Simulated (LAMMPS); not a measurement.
LAMMPS 22 Jul 2025, classical MD, Tersoff (GaN.tersoff): GaN, 110592 atoms.

```text
units metal
atom_style atomic
read_data unit.data
replicate 24 24 24
pair_style tersoff
pair_coeff * * GaN.tersoff Ga N
velocity all create 1600 4928 dist gaussian loop geom
fix 1 all nve
fix 2 all langevin 800 800 0.04 9876 zero yes
timestep 0.001
thermo 100
run 300
reset_timestep 0
write_restart start.rst
```

```text
read_restart start.rst
pair_style tersoff
pair_coeff * * GaN.tersoff Ga N
neighbor 2.0 bin
neigh_modify every 1 delay 0 check yes
fix 1 all nve
timestep 0.001
thermo_style custom step temp pe etotal press
thermo_modify format float %.10g
thermo 100
group probe id 1:48
dump probe probe custom 1000000 forces.txt id fx fy fz
dump_modify probe sort id format float %.8g
run 600
```

box: 76.5 × 132.6 × 124.4 Å.

start: generated wurtzite lattice, warmed in an untimed run.

Compared values: energy and forces of the first step, drift over the run.

It runs on a single node (Arm Neoverse V2, 96 cores on 1 socket, no SMT, 1 L3 cache group).

Times are wall-clock medians of two to five runs, from launch to exit, with nothing else on the machine. Processes are pinned to neighbouring cores unless said otherwise. The build: PyPI wheel: MPICH, OPENMP and OPT packages; another build can shift the numbers. Scratch files lie in a memory file system. A preparatory run goes ahead and isn't timed.

Started as
```bash
# ahead of the timed run: OMP_NUM_THREADS=1 mpirun -np 48 lmp -in in.warm -log none -nocite
OMP_NUM_THREADS=1 mpirun -np 32 lmp -in in.lmp -log log.lammps -nocite
```
(32 ranks, skin = 2 Å) it takes 5.1 s and 0 neighbour list builds.

Question: Estimate the wall time with skin = 4 Å.

Answer: About 5.9 s (2 runs within 1 %): 1.2× as long. List entries an atom go from 47 to 131, Neigh from 0 to 0 s and Pair from 4.7 to 5.5 s. Change in the result: energy equal as printed, forces on 48 atoms equal as printed, drift of the total energy equal as printed.
